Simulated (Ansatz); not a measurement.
The starting structures come from a database of crystals and need not be the phases stable at ambient conditions.

Input:

```
CELL_PARAMETERS angstrom
      5.87094     0.00000     0.00000
      0.00000    11.46933     0.00000
      2.93547     0.00000     1.69479
ATOMIC_POSITIONS crystal
  Lu 0.00000 0.50000 0.00000
  Lu 0.00000 0.00000 0.00000
  Al 0.33333 0.75000 0.00000
  Al 0.66667 0.25000 0.00000
  O  0.33333 0.58986 0.00000
  O  0.66667 0.41014 0.00000
  O  0.66667 0.08986 0.00000
  O  0.33333 0.91014 0.00000
  O  0.00000 0.75000 0.00000
  O  0.00000 0.25000 0.00000
```

Space group of this cell: P6_3/mmc. The cell is taken as given; by PBEsol its mean pressure is -2.5 GPa.

Transport runs along the normal of the first two printed cell vectors, the (110) plane of the conventional cell.

No gap correction and no spin-orbit coupling; mid-gap values are interpolated between computed energies.

### Question
Estimate the band gap and the smallest decay constant κ at mid-gap that PBEsol (Ansatz, a first-principles code) returns for this system.

### Answer
Gap 3.31 eV on a 18×4×18 mesh; κ = 0.295 1/Å, at the zone centre.
